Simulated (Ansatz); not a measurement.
The parent structure is Nb$_{3}$Sn in the A15 (Cr3Si type) structure (space group Pm-3n, No. 223; a = 5.259 Å).

Structures relaxed with Kohn–Sham DFT with the PBEsol functional, run in Ansatz (a quantum-chemistry and plane-wave program) with PAW and 420 eV plane waves, no spin-orbit coupling.

Base:

Simulated powder pattern, Cu Kα1, λ = 1.54056 Å (kinematic, ideal powder, no thermal factors, no anomalous dispersion; the 10 strongest lines at most, above 2 %, up to 2θ = 90°):

| 2θ (°) | I/Imax (%) | hkl |
|---|---|---|
| 34.07 | 44 | (200) |
| 38.24 | 100 | (210) |
| 42.05 | 96 | (211) |
| 60.98 | 6.2 | (222) |
| 63.76 | 21 | (320) |
| 66.47 | 48 | (321) |
| 71.74 | 17 | (400) |
| 81.85 | 13 | (420) |
| 84.33 | 20 | (421) |
| 86.80 | 12 | (332) |

It is then changed as follows: hydrostatic tension (pressure −1 GPa).

After the change:

Simulated powder pattern, Cu Kα1, λ = 1.54056 Å (kinematic, ideal powder, no thermal factors, no anomalous dispersion; the 10 strongest lines at most, above 2 %, up to 2θ = 90°):

```json
[
 {"2θ (°)": "34.00", "I/Imax (%)": "44", "hkl": "(200)"},
 {"2θ (°)": "38.16", "I/Imax (%)": "100", "hkl": "(210)"},
 {"2θ (°)": "41.97", "I/Imax (%)": "96", "hkl": "(211)"},
 {"2θ (°)": "60.86", "I/Imax (%)": "6.2", "hkl": "(222)"},
 {"2θ (°)": "63.62", "I/Imax (%)": "21", "hkl": "(320)"},
 {"2θ (°)": "66.33", "I/Imax (%)": "48", "hkl": "(321)"},
 {"2θ (°)": "71.58", "I/Imax (%)": "17", "hkl": "(400)"},
 {"2θ (°)": "81.66", "I/Imax (%)": "13", "hkl": "(420)"},
 {"2θ (°)": "84.13", "I/Imax (%)": "20", "hkl": "(421)"},
 {"2θ (°)": "86.59", "I/Imax (%)": "12", "hkl": "(332)"}
]
```

The indices refer to the base's conventional cell; one index is shown for lines that coincide.

Load acts through the strain it causes; cell and atoms are relaxed under it. Stability against distortions was not tested. All final runs are without spin polarisation.
